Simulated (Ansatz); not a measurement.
We look at the formation energy of Hf_Al in Al (fcc, Fm-3m). Reaction: Hf (hcp) + 63 Al (fcc) → cell A.

Cell A: a supercell of 64 sites of Al (fcc, Fm-3m) with Hf on an Al site (12 Al at 2.89 Å); spin state with PBE: run without spin, k-point mesh 4×4×4.
```yaml
crystal:
  lattice:
    - [11.42845, 0.00000, 0.00000]
    - [5.71423, 9.89733, 0.00000]
    - [5.71423, 3.29911, 9.33129]
  atoms:
    - { symbol: Al, position: [0.00000, 0.00000, 0.00000] }
    - { symbol: Al, position: [0.00000, 0.00000, 0.24833] }
    - { symbol: Al, position: [0.00000, 0.00000, 0.50000] }
    - { symbol: Al, position: [0.00000, 0.00000, 0.75167] }
    - { symbol: Al, position: [0.00000, 0.24833, 0.00000] }
    - { symbol: Al, position: [0.00061, 0.24947, 0.24947] }
    - { symbol: Al, position: [0.00061, 0.24947, 0.50045] }
    - { symbol: Al, position: [0.00000, 0.24833, 0.75167] }
    - { symbol: Al, position: [0.00000, 0.50000, 0.00000] }
    - { symbol: Al, position: [0.00061, 0.50045, 0.24947] }
    - { symbol: Al, position: [0.00000, 0.50000, 0.50000] }
    - { symbol: Al, position: [0.99939, 0.49955, 0.75053] }
    - { symbol: Al, position: [0.00000, 0.75167, 0.00000] }
    - { symbol: Al, position: [0.00000, 0.75167, 0.24833] }
    - { symbol: Al, position: [0.99939, 0.75053, 0.49955] }
    - { symbol: Al, position: [0.99939, 0.75053, 0.75053] }
    - { symbol: Al, position: [0.24833, 0.00000, 0.00000] }
    - { symbol: Al, position: [0.24947, 0.00061, 0.24947] }
    - { symbol: Al, position: [0.24947, 0.00061, 0.50045] }
    - { symbol: Al, position: [0.24833, 0.00000, 0.75167] }
    - { symbol: Al, position: [0.24947, 0.24947, 0.00061] }
    - { symbol: Al, position: [0.25000, 0.25000, 0.25000] }
    - { symbol: Al, position: [0.24947, 0.24947, 0.50045] }
    - { symbol: Al, position: [0.24852, 0.24852, 0.75148] }
    - { symbol: Al, position: [0.24947, 0.50045, 0.00061] }
    - { symbol: Al, position: [0.24947, 0.50045, 0.24947] }
    - { symbol: Al, position: [0.24748, 0.50000, 0.50000] }
    - { symbol: Al, position: [0.24748, 0.50000, 0.75252] }
    - { symbol: Al, position: [0.24833, 0.75167, 0.00000] }
    - { symbol: Al, position: [0.24852, 0.75148, 0.24852] }
    - { symbol: Al, position: [0.24748, 0.75252, 0.50000] }
    - { symbol: Al, position: [0.24852, 0.75148, 0.75148] }
    - { symbol: Al, position: [0.50000, 0.00000, 0.00000] }
    - { symbol: Al, position: [0.50045, 0.00061, 0.24947] }
    - { symbol: Al, position: [0.50000, 0.00000, 0.50000] }
    - { symbol: Al, position: [0.49955, 0.99939, 0.75053] }
    - { symbol: Al, position: [0.50045, 0.24947, 0.00061] }
    - { symbol: Al, position: [0.50045, 0.24947, 0.24947] }
    - { symbol: Al, position: [0.50000, 0.24748, 0.50000] }
    - { symbol: Al, position: [0.50000, 0.24748, 0.75252] }
    - { symbol: Al, position: [0.50000, 0.50000, 0.00000] }
    - { symbol: Al, position: [0.50000, 0.50000, 0.24748] }
    - { symbol: Hf, position: [0.50000, 0.50000, 0.50000] }
    - { symbol: Al, position: [0.50000, 0.50000, 0.75252] }
    - { symbol: Al, position: [0.49955, 0.75053, 0.99939] }
    - { symbol: Al, position: [0.50000, 0.75252, 0.24748] }
    - { symbol: Al, position: [0.50000, 0.75252, 0.50000] }
    - { symbol: Al, position: [0.49955, 0.75053, 0.75053] }
    - { symbol: Al, position: [0.75167, 0.00000, 0.00000] }
    - { symbol: Al, position: [0.75167, 0.00000, 0.24833] }
    - { symbol: Al, position: [0.75053, 0.99939, 0.49955] }
    - { symbol: Al, position: [0.75053, 0.99939, 0.75053] }
    - { symbol: Al, position: [0.75167, 0.24833, 0.00000] }
    - { symbol: Al, position: [0.75148, 0.24852, 0.24852] }
    - { symbol: Al, position: [0.75252, 0.24748, 0.50000] }
    - { symbol: Al, position: [0.75148, 0.24852, 0.75148] }
    - { symbol: Al, position: [0.75053, 0.49955, 0.99939] }
    - { symbol: Al, position: [0.75252, 0.50000, 0.24748] }
    - { symbol: Al, position: [0.75252, 0.50000, 0.50000] }
    - { symbol: Al, position: [0.75053, 0.49955, 0.75053] }
    - { symbol: Al, position: [0.75053, 0.75053, 0.99939] }
    - { symbol: Al, position: [0.75148, 0.75148, 0.24852] }
    - { symbol: Al, position: [0.75053, 0.75053, 0.49955] }
    - { symbol: Al, position: [0.75000, 0.75000, 0.75000] }
```

Reference: Hf (hcp, P6₃/mmc), 2 atoms in the cell, k-point mesh 24×24×12 on the run's own vectors. Conventional cell: a = 3.2044 Å, b = 3.2044 Å, c = 5.0722 Å, α = 90.00°, β = 90.00°, γ = 120.00°.

Reference: Al (fcc, Fm-3m), 64 atoms in the cell, the relaxed perfect crystal repeated, atoms not moved again, k-point mesh 4×4×4 on the run's own vectors.

All numbers come from Ansatz (a quantum-chemistry and plane-wave program), plane waves with PAW, its PAW set soft_1, cutoff 500 eV. The structures are at rest with PBE, within the held lattices; other levels are single points on them. Neutral cells; Fermi-Dirac smearing of at most 0.10 eV in the solids, energies taken to zero width. The lattices are those relaxed with PBE, so at other levels the solids can be strained. Larger cells are relaxed from a start prepared with the learned potential CHGNet, on a coarser mesh till forces fall under 0.03 eV/Å, which some starts already meet. A dispersion term (D3(BJ), or D4 for r2SCAN) was computed beside these levels and is taken off wherever the name lacks it. Space groups of crystals are read within 0.01 Å. Static lattices, no vibrational contributions. The structures are the rest points that the relaxations reached, not proven lowest. Spin-orbit coupling is left out. No correction for cell size. Mesh and cell size may move defect energies by 0.1 eV or more. Cell A has symmetry Fm-3m within 0.02 Å and got no random move, so less symmetric positions, which may lie lower, weren't tried.

Problem. What is the computed value (r2SCAN)?

Solution. -1.05 eV, for Hf (hcp) + 63 Al (fcc) → cell A.
